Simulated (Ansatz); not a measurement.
The starting structures come from a database of crystals and need not be the phases stable at ambient conditions.

 Where the default PAW files enter, the runs use the earlier of Ansatz's two default sets.

By PBEsol, the system below comes out a metal.

Without scattering a metal conducts by its projected Fermi surface.

Consider the following.

```
AlNi
1.0
    3.03744     0.00000     0.00000
    0.00000     3.82825     0.00000
    0.00000     1.91413     1.89992
Al Ni
1 1
Direct
  0.00000   0.00000   0.00000
  0.50000   0.50000   0.00000
```

Space group of this cell: Cmmm. The cell is strained (all lengths scaled by 0.98); by PBEsol its mean pressure is 12.3 GPa.

The current flows along the normal of the first two printed cell vectors. No spin-orbit coupling; the value is a mean over 0.1 eV about the Fermi level.

Problem. State the ballistic conductance per area according to PBEsol (Ansatz, a quantum-chemistry and plane-wave program).

Solution. 1.1 × 10¹⁵ S/m² for both spins.
